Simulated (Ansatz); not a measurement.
System: SiSe2 (Ibam, No. 72, 6 atoms in the cell; start mp-1179443). Method: PBEsol (Ansatz, a first-principles code, plane waves, PAW).

Settings: plane-wave cutoff 520 eV, 8×8×8 k mesh, Fermi–Dirac smearing 0.01 eV, scalar-relativistic PAW data made under PBE.

Cell (relaxed at this level):

```
Se2Si
1.0
   -3.15246     4.64643     2.92790
    3.15246    -4.64643     2.92790
    3.15246     4.64643    -2.92790
Si Se
2 4
Direct
  0.75000   0.75000   0.00000
  0.25000   0.25000   0.00000
  0.37164   0.70511   0.07675
  0.62836   0.29489   0.92325
  0.12836   0.20511   0.33347
  0.87164   0.79489   0.66653
```

Problem. Give the computed band gap, smallest direct gap on the k points sampled and direct gap at Γ.

Solution. 
* **band gap**: 1.66 eV (indirect)
* **smallest direct gap on the k points sampled**: 1.71 eV
* **direct gap at Γ**: 3.24 eV

Spin–orbit coupling is not included.

Static lattice: no zero-point or thermal effects.

A start named mp-… is a Materials Project structure, which need not be a measured phase.
